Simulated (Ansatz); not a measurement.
An Ansatz (a program for electronic structure) input (Ansatz, r2SCAN, PAW, cutoff 500 eV, no spin-orbit coupling):

Ansatz 0.2 input:
```yaml
crystal:
  lattice:
    - [0, 2.8372178149, 2.8372178149]
    - [2.8372178149, 0, 2.8372178149]
    - [2.8372178149, 2.8372178149, 0]
  atoms:
    - { symbol: Ge, position: [0, 0, 0] }
    - { symbol: Ge, position: [0.25, 0.25, 0.25] }
basis: { ecutwfc: 500, ecutrho_ratio: 4, xc_grid: 4, fft_grid_basis: typed }
kpoints: { mp_grid: { grid: [10, 10, 10] } }
hamiltonian:
  xc: r2scan
  dispersion: none
  pseudopotentials: { kind: paw }
scf: { occupations: { method: fermi_dirac, width: 0.05 }, convergence: { dr2_threshold: 0.0000000002 } }
output: { forces: true, stress: true }
checkpoint: { write: state.ck, write_every: 1000 }
```

Q: Which symmetry and how many k-points will the program report, and about how many plane waves at Γ?

A: Space group Fd-3m (ITA 227) with 48 operations, k-points 47 of 1000, and 1211 plane waves at Γ.

Whether these cells are dynamically stable was not tested. The cell was made from C by this change: C → Ge.
